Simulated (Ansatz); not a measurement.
For Tl (hcp (Mg type), P6_3/mmc) at 250 K, quasi-harmonic lattice dynamics with PBEsol density-functional theory in Ansatz (plane waves, PAW) gives a volume expansion coefficient α_V = 21.24 × 10⁻⁶ K⁻¹, an isothermal bulk modulus B_T = 167.8 GPa, a molar volume V_m = 12.401 cm³/mol and C_V = 24.53 J/(mol K). The cell was generated from a structure type, relaxed within its symmetry, and need not be the phase found at ambient conditions. The run noted for some of its cells that some bands missed the eigensolver's tolerance. Spin-orbit coupling is not included. The pressure is 30 GPa. The structure is held there; whether it is the stable one at that pressure was not tested.

**Question.** Work out the Grüneisen parameter, C_P and the adiabatic bulk modulus.

**Answer.** γ = α_V B_T V_m / C_V = 1.80. C_P − C_V = α_V² B_T V_m T = 0.23 J/(mol K), so C_P = 24.77 J/(mol K). B_S = B_T C_P/C_V = B_T (1 + α_V γ T) = 169.4 GPa.

The PAW data sets were generated under PBE and serve the other functionals too.

Ansatz is an electronic-structure program.
